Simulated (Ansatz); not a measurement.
BeTe, pressure series

The parent structure is BeTe in the zinc blende structure (space group F-43m, No. 216; a = 5.664 Å).

Cell and atoms are relaxed at each pressure.

All numbers come from Ansatz (an electronic-structure program) PBE, no SOC.

| pressure (GPa) | volume per atom (Å³/atom) |
|---|---|
| -2 | 23.600 |
| -1 | ? |
| 0 | 22.710 |
| 0.3 | 22.592 |
| 0.7 | 22.438 |
| 1.5 | 22.147 |
| 3 | 21.641 |
| 5 | 21.047 |
| 10 | 19.837 |

Problem. Fit the third-order Birch–Murnaghan form P(V) = (3B₀/2)[(V₀/V)^(7/3) − (V₀/V)^(5/3)]·[1 + (3/4)(B₀′ − 4)((V₀/V)^(2/3) − 1)] (squares taken in P) to the rows shown and predict the withheld row.

Solution. Least squares on the printed values gives V₀ = 22.712 Å³/atom, B₀ = 56.4 GPa, B₀′ = 4.0; this predicts 23.134 Å³/atom, and the run gives 23.135 Å³/atom, in agreement.

Measured bulk modulus of BeTe: 67 GPa (room temperature; as listed in Elmahjoubi et al., arXiv (2023)); the computed value is for a static lattice, so the two differ by thermal effects too.

Load acts through the strain it causes; cell and atoms are relaxed under it. No phonon test of stability was made. No other phases were tried under pressure.
